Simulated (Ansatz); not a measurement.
Pyrite PtAs₂ was calculated with LDA in Ansatz (plane waves, PAW).

Settings: plane-wave cutoff 520 eV, 6×6×6 k mesh, scalar-relativistic PAW data made under PBE.

Computed at the level's own relaxed cell.

```
PtAs2
1.0
    5.94353     0.00000     0.00000
    0.00000     5.94353     0.00000
    0.00000     0.00000     5.94353
As Pt
8 4
Direct
  0.61687   0.88313   0.11687
  0.11687   0.61687   0.88313
  0.61687   0.61687   0.61687
  0.38313   0.38313   0.38313
  0.88313   0.11687   0.61687
  0.88313   0.38313   0.11687
  0.11687   0.88313   0.38313
  0.38313   0.11687   0.88313
  0.00000   0.50000   0.50000
  0.50000   0.00000   0.50000
  0.00000   0.00000   0.00000
  0.50000   0.50000   0.00000
```

Give the elastic tensor (Voigt notation, GPa, ions relaxed, in the Cartesian axes of the cell as printed).


```
  341.7    75.2    75.2     0.0     0.0     0.0
   75.2   341.7    75.2     0.0     0.0     0.0
   75.2    75.2   341.7     0.0     0.0     0.0
    0.0     0.0     0.0    77.7     0.0     0.0
    0.0     0.0     0.0     0.0    77.7     0.0
    0.0     0.0     0.0     0.0     0.0    77.7
```

Spin–orbit coupling is not included.

Static lattice: no zero-point or thermal effects.

Ansatz is a first-principles code.
